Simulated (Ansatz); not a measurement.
## TiSi under a change: pressure −1 GPa

Take TiSi (space group Pnma, No. 62; a = 6.4561 Å, b = 3.6195 Å, c = 4.9648 Å; a cell from a computed database, its experimental status unchecked) as the base.

One thing is altered: hydrostatic tension (pressure −1 GPa).

The values are results of PBEsol in Ansatz (plane waves to 420 eV, PAW, scalar-relativistic without spin-orbit coupling), not measurements. Γ-centred 7×13×10 mesh, Fermi–Dirac width 0.05 eV.

| quantity | base | changed | shift |
|---|---|---|---|
| volume per atom | 14.50 Å³ | 14.60 Å³ | +0.10 Å³ |
| density | 4.35 g/cm³ | 4.32 g/cm³ | -0.03 g/cm³ |
| shortest interatomic distance | 2.391 Å | 2.395 Å | +0.004 Å |
| enthalpy H = E + PV relative to the base's energy | – | -0.09 eV/atom | – |
| band gap | zero | zero | – |

Load acts through the strain it causes; cell and atoms are relaxed under it. No phonon test of stability was made. All final runs are without spin polarisation.

Ansatz is a quantum-chemistry and plane-wave program.
